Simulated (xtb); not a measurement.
xtb 6.7.1, GFN2-xTB: Ba(k2OAc)2(NH3)2 (CC1[O][Ba]2(<-[NH3])(<-[NH3])([O]C(C)=[O]->2)<-[O]=1), 23 atoms. The geometry is a generated start, not checked to be a minimum at this level.

```json
{
 "method": "GFN2-xTB",
 "--acc": "1 (default)",
 "--etemp (K)": "300 (default)",
 "detailed input (--input)": "none: ANC optimiser, Lindh (1995) Hessian, microcycle=20, maxdispl=1.0, hlow=0.01 (default)",
 "basis_functions": "62",
 "valence_electrons": "64"
}
```

```xyz
23

Ba     0.2067     0.1781     0.3009
C      2.4929     2.6072    -2.1071
C      1.6738     1.6965    -1.2003
O      0.9734     2.2302    -0.3196
O      1.7563     0.4653    -1.3734
H      2.7619     2.0823    -3.0174
H      1.9276     3.5066    -2.3290
H      3.3977     2.8880    -1.5748
C     -1.6998    -1.5689     3.5055
C     -1.0022    -0.9349     2.3076
O     -1.7042    -0.5894     1.3376
O      0.2357    -0.8060     2.3503
H     -1.0533    -1.5254     4.3746
H     -2.6373    -1.0562     3.6951
H     -1.9138    -2.6067     3.2661
N      0.6479    -2.3424    -0.7206
H     -0.0779    -2.8539    -1.2103
H      0.9998    -2.9269     0.0283
H      1.4097    -2.1657    -1.3658
N     -1.8699     0.8451    -1.3768
H     -1.9389     1.8535    -1.3351
H     -2.6676     0.4591    -0.8860
H     -1.9185     0.5644    -2.3500
```

The structure is relaxed from this start with --opt LEVEL for the levels crude, sloppy, loose, lax, normal, tight, vtight, extreme, once each. Up to the end of the extreme run atoms move by at most 0.96 Å along an axis.

Q: Choose the cheapest level whose final energy lies within 1 meV of that of extreme.

A: tight: 65 cycles against 87, ending 0.23 meV above.

```json
[
 {"level": "crude", "cycles": "1", "energy above the extreme run (meV)": "11", "gradient norm (eV/Å)": "0.18"},
 {"level": "sloppy", "cycles": "1", "energy above the extreme run (meV)": "11", "gradient norm (eV/Å)": "0.18"},
 {"level": "loose", "cycles": "1", "energy above the extreme run (meV)": "11", "gradient norm (eV/Å)": "0.18"},
 {"level": "lax", "cycles": "4", "energy above the extreme run (meV)": "9.5", "gradient norm (eV/Å)": "0.062"},
 {"level": "normal", "cycles": "22", "energy above the extreme run (meV)": "3.8", "gradient norm (eV/Å)": "0.036"},
 {"level": "tight", "cycles": "65", "energy above the extreme run (meV)": "0.23", "gradient norm (eV/Å)": "0.0059"},
 {"level": "vtight", "cycles": "86", "energy above the extreme run (meV)": "under 0.01", "gradient norm (eV/Å)": "0.0024"},
 {"level": "extreme", "cycles": "87", "energy above the extreme run (meV)": "—", "gradient norm (eV/Å)": "0.0024"}
]
```
